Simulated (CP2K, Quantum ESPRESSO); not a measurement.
A CP2K input for a self-consistent single point of TiPt₃ (P6_3/mmc, 8 atoms in the cell) (DFT LDA (Pade form), GPW, DZVP-MOLOPT-SR-GTH basis, GTH-PADE potentials (GTH_POTENTIALS)):

```
&GLOBAL
  PROJECT bulk
  RUN_TYPE ENERGY_FORCE
  PRINT_LEVEL MEDIUM
&END GLOBAL
&FORCE_EVAL
  METHOD Quickstep
  STRESS_TENSOR ANALYTICAL
  &DFT
    BASIS_SET_FILE_NAME BASIS_MOLOPT
    POTENTIAL_FILE_NAME GTH_POTENTIALS
    &QS
      METHOD GPW
      EPS_DEFAULT 1E-10
    &END QS
    &MGRID
      CUTOFF 600
      REL_CUTOFF 50
      NGRIDS 5
    &END MGRID
    &SCF
      SCF_GUESS ATOMIC
      EPS_SCF 1E-7
      MAX_SCF 100
      ADDED_MOS 21
      &DIAGONALIZATION
        ALGORITHM STANDARD
      &END DIAGONALIZATION
      &MIXING
        METHOD BROYDEN_MIXING
        ALPHA 0.3
        NBUFFER 8
        BETA 1
      &END MIXING
      &SMEAR ON
        METHOD GAUSSIAN
        SIGMA [eV] 0.1
      &END SMEAR
    &END SCF
    &KPOINTS
      SCHEME MONKHORST-PACK 5 5 5
    &END KPOINTS
    &XC
      &XC_FUNCTIONAL PADE
      &END XC_FUNCTIONAL
    &END XC
    &PRINT
      &MO
        EIGENVALUES T
        OCCUPATION_NUMBERS T
        NDIGITS 8
        FILENAME mo
        &EACH
          QS_SCF 0
        &END EACH
        ADD_LAST NUMERIC
      &END MO
      &MULLIKEN ON
      &END MULLIKEN
    &END PRINT
  &END DFT
  &SUBSYS
    &CELL
      A 5.55615600 0.00000000 0.00000000
      B -2.77807900 4.81177300 0.00000000
      C 0.00000000 0.00000000 4.47667100
      PERIODIC XYZ
    &END CELL
    &COORD
      SCALED
      Ti       0.33333300     0.66666700     0.75000000
      Ti       0.66666700     0.33333300     0.25000000
      Pt       0.16720500     0.33441000     0.25000000
      Pt       0.83279500     0.66559000     0.75000000
      Pt       0.83279500     0.16720500     0.75000000
      Pt       0.16720500     0.83279500     0.25000000
      Pt       0.66559000     0.83279500     0.25000000
      Pt       0.33441000     0.16720500     0.75000000
    &END COORD
    &KIND Ti
      BASIS_SET DZVP-MOLOPT-SR-GTH
      POTENTIAL GTH-PADE-q12
    &END KIND
    &KIND Pt
      BASIS_SET DZVP-MOLOPT-SR-GTH
      POTENTIAL GTH-PADE-q18
    &END KIND
  &END SUBSYS
  &PRINT
    &FORCES ON
    &END FORCES
    &STRESS_TENSOR ON
    &END STRESS_TENSOR
  &END PRINT
&END FORCE_EVAL
```

Task: Give the Quantum ESPRESSO input for the same structure, mesh, smearing and functional.

Result: One input that does it (others would too):

```fortran
&control
   calculation = 'scf'
   prefix = 'pwscf'
   outdir = './tmp/'
   pseudo_dir = './'
   tprnfor = .true.
   tstress = .true.
/
&system
   ibrav = 0
   nat = 8
   ntyp = 2
   ecutwfc = 50
   ecutrho = 400
   occupations = 'smearing'
   smearing = 'gaussian'
   degauss = 0.0073499
/
&electrons
   conv_thr = 1.0d-9
   mixing_beta = 0.7
/
ATOMIC_SPECIES
Ti    47.8670  ti_lda_v1.4.uspp.F.UPF
Pt   195.0840  pt_lda_v1.4.uspp.F.UPF
ATOMIC_POSITIONS alat
Ti    0.00000000    0.57735027    0.60428523
Ti    0.50000000    0.28867514    0.20142841
Pt    0.00000000    0.28960756    0.20142841
Pt    0.50000000    0.57641785    0.60428523
Pt    0.74919250    0.14480378    0.60428523
Pt   -0.24919250    0.72122163    0.20142841
Pt    0.24919250    0.72122163    0.20142841
Pt    0.25080750    0.14480378    0.60428523
K_POINTS automatic
5 5 5  0 0 0
CELL_PARAMETERS bohr
  10.49961397     0.00000000     0.00000000
  -5.24980699     9.09293243     0.00000000
   0.00000000     0.00000000     8.45968214
```

Basis settings and potentials, where a program has them, do not carry over. This input uses DFT, LDA (PZ), plane waves, GBRV 1.5 ultrasoft (LDA) pseudopotentials. LDA parametrisations can differ slightly between programs.

The starting cell comes from a database of computed structures (which also holds hypothetical and non-ambient phases and stackings), without a prior relaxation at this level. Its lattice was rescaled by a random factor within 2.5 % of one. For this run, on top of that: lattice scaled by 0.98.
